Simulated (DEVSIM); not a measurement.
System: Au/SiO2/p-Si capacitor, at 350 K.

```
layer (left to right)  material  thickness (nm)  Na (cm⁻³)
---------------------  --------  --------------  ---------
1                          SiO2            11.0          -
2                            Si           17000     1.2e15
```

Metal gate on the left, work function 5.1 eV. Fixed charge at the semiconductor interface 0 cm⁻² (in units of +e); no interface traps.

Constants are typed, rounded textbook-type inputs, not results; the design itself was drawn at random and stands for no fabricated device. Values at 300 K; Nc and Nv go as T^1.5, mobilities as T to minus their exponent, the gap by Varshni's rule with the affinity fixed.

```tsv
parameter	SiO2	Si
gap (eV)	9	1.124
affinity (eV)	0.9	4.05
permittivity	3.9	11.7
Nc (cm⁻³)	-	2.86e19
Nv (cm⁻³)	-	3.1e19
Varshni α (eV/K)	-	0.000473
Varshni β (K)	-	636
```

Model (solved in DEVSIM): 1D Poisson equation in equilibrium, Boltzmann statistics, complete ionisation; no quantum confinement or tunnelling. Metal contacts follow the ideal Schottky-Mott rule: no Fermi-level pinning, no interface dipoles.

Tabulate band edges, carrier densities and field at 2.6 V on the gate.

Energies count from the Fermi level of the right contact; mesh points crowd at the junctions.

| x (μm) | Ec (eV) | Ev (eV) | n (cm⁻³) | p (cm⁻³) | field (V/cm) |
|---|---|---|---|---|---|
| 0.000 | 1.600 | -7.400 | < 1e2 | < 1e2 | 1400000 |
| 0.001641 | 1.833 | -7.167 | < 1e2 | < 1e2 | 1400000 |
| 0.005098 | 2.324 | -6.676 | < 1e2 | < 1e2 | 1400000 |
| 0.008892 | 2.864 | -6.136 | < 1e2 | < 1e2 | 1400000 |
| 0.01112 | 0.018 | -1.093 | 2.0e19 | 7200 | 430000 |
| 0.01316 | 0.072 | -1.038 | 3.3e18 | 43000 | 180000 |
| 0.01841 | 0.129 | -0.982 | 5.1e17 | 280000 | 71000 |
| 0.04092 | 0.211 | -0.900 | 3.3e16 | 4300000 | 23000 |
| 0.09013 | 0.293 | -0.818 | 2.2e15 | 6.6e7 | 14000 |
| 0.2173 | 0.448 | -0.662 | 1.3e13 | 1.1e10 | 11000 |
| 0.5457 | 0.706 | -0.405 | 2.5e9 | 5.8e13 | 4800 |
| 1.888 | 0.797 | -0.313 | 1.2e8 | 1.2e15 | ≈ 0 |
| 4.862 | 0.797 | -0.313 | 1.2e8 | 1.2e15 | ≈ 0 |
| 11.16 | 0.797 | -0.313 | 1.2e8 | 1.2e15 | ≈ 0 |
| 15.34 | 0.797 | -0.313 | 1.2e8 | 1.2e15 | ≈ 0 |
| 16.37 | 0.797 | -0.313 | 1.2e8 | 1.2e15 | ≈ 0 |
| 16.76 | 0.797 | -0.313 | 1.2e8 | 1.2e15 | ≈ 0 |
| 16.91 | 0.797 | -0.313 | 1.2e8 | 1.2e15 | ≈ 0 |
| 16.98 | 0.797 | -0.313 | 1.2e8 | 1.2e15 | ≈ 0 |
| 17.00 | 0.797 | -0.313 | 1.2e8 | 1.2e15 | ≈ 0 |
| 17.01 | 0.797 | -0.313 | 1.2e8 | 1.2e15 | ≈ 0 |
| 17.01 | 0.797 | -0.313 | 1.2e8 | 1.2e15 | ≈ 0 |
